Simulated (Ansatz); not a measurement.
ZnSe under a change: isotropic strain −1.00 %

Consider ZnSe in the zinc blende structure (space group F-43m, No. 216; a = 5.666 Å).

Modification: the cell is scaled by 0.9900 in all directions; the atoms relax in the strained cell.

The values are results of Ansatz (a quantum-chemistry and plane-wave program) r2SCAN, without spin-orbit coupling, not measurements. Γ-centred 10×10×10 mesh, Fermi–Dirac width 0.05 eV.

| quantity | base | changed | shift |
|---|---|---|---|
| volume per atom | 22.73 Å³ | 22.06 Å³ | -0.675 Å³ |
| space group | F-43m (No. 216) | F-43m (No. 216) | – |
| shortest interatomic distance | 2.453 Å | 2.429 Å | -0.0245 Å |
| energy relative to the base (free energy F) | 0 meV/atom | +4.3 meV/atom | +4.3 meV/atom |
| pressure | -0.01 GPa | 2.10 GPa | +2.104 GPa |
| band gap | 1.87 eV | 2.00 eV | +0.13 eV |
| gap character | direct at Γ | direct at Γ | – |
| mean gap deformation potential ΔEg/Δln V | – | -4.3 eV | – |
| width of the top valence band | 2.71 eV | 2.86 eV | +0.15 eV |
| electron mass | 0.12 mₑ (at Γ) | 0.13 mₑ (at Γ) | – |
| valley order (the lowest conduction-band minima on the path, energy above the VBM, named in the base's zone) | Γ 1.87 eV; L along ⟨111⟩ 3.05 eV; X along ⟨100⟩ 3.34 eV | Γ 2.00 eV; L along ⟨111⟩ 3.11 eV; X along ⟨100⟩ 3.27 eV | – |

Masses are band curvatures over ±0.01 Å⁻¹ around the edge. Whether these cells are dynamically stable was not tested.
